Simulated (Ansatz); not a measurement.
## TiSi₂ (model structure, started from the AlB2 type, P6/mmm, No. 191, 3 atoms in the cell)

All values below come from r²SCAN in Ansatz (plane waves, PAW).

Run with plane-wave cutoff 560 eV, 18×18×12 k mesh (along the axes of the cell as run), Fermi–Dirac smearing 0.05 eV, no spin polarisation, scalar-relativistic PAW data made under PBE.

Cell (relaxed at this level):

```
TiSi2
1.0
    3.97211     0.00000     0.00000
   -1.98605     3.43995     0.00000
    0.00000     0.00000     3.22454
Ti Si
1 2
Direct
  0.00000   0.00000   0.00000
  0.33333   0.66667   0.50000
  0.66667   0.33333   0.50000
```

For TiSi₂ (model structure, started from the AlB2 type, P6/mmm, No. 191, 3 atoms in the cell), the bulk modulus is 108 GPa.

Note: the run has no spin polarisation, so it can have missed a magnetic state; the bulk modulus is −V dP/dV from two relaxed cells at ±2 % in volume; the relaxation could raise the start's symmetry but not lower it, so the cell can be a saddle point.

A model structure was made by putting elements into a prototype or built by hand; it is no filed structure, need not be a known phase, and can be a saddle point held by its symmetry.

Ansatz is a quantum-chemistry and plane-wave program.
